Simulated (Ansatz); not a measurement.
Functionals compared on the (110) surface of fcc Ca in its 1x1 cell, outermost plane spacing 1.96 Å in the ideal cut, in Ansatz (plane waves, PAW). The structure was relaxed with PBE; the other rows are single points on it, each with its references at the same level. Cutoff 420 eV (500 eV for r2SCAN).

Slab: 6 atoms, 9.8 Å thick at the start (thin: gaps and levels are the slab's own); k 10x7x1, smearing 0.1 eV, dipole-corrected; all atoms relaxed; start symmetry kept, larger cells not searched; no spin, no spin-orbit, no U. These notes are the PBE run's.

| functional | surface energy (J/m²) | work function of the top face (eV) | rough cost of the single point |
|---|---|---|---|
| PBE | 0.54 | 2.82 | – |
| LDA | ___ | ___ | about 70 core-seconds (a rough figure) |
| PBEsol | 0.59 | 2.85 | about 70 core-seconds (a rough figure) |
| RPBE | 0.50 | 2.75 | roughly 60 core-seconds |
| r2SCAN | 0.60 | 2.86 | roughly 2.5 core-minutes |

Task: Some entries are withheld; supply them.

Result: 
- LDA, surface energy (J/m²): 0.60
- LDA, work function of the top face (eV): 2.94

Ansatz is a first-principles code.
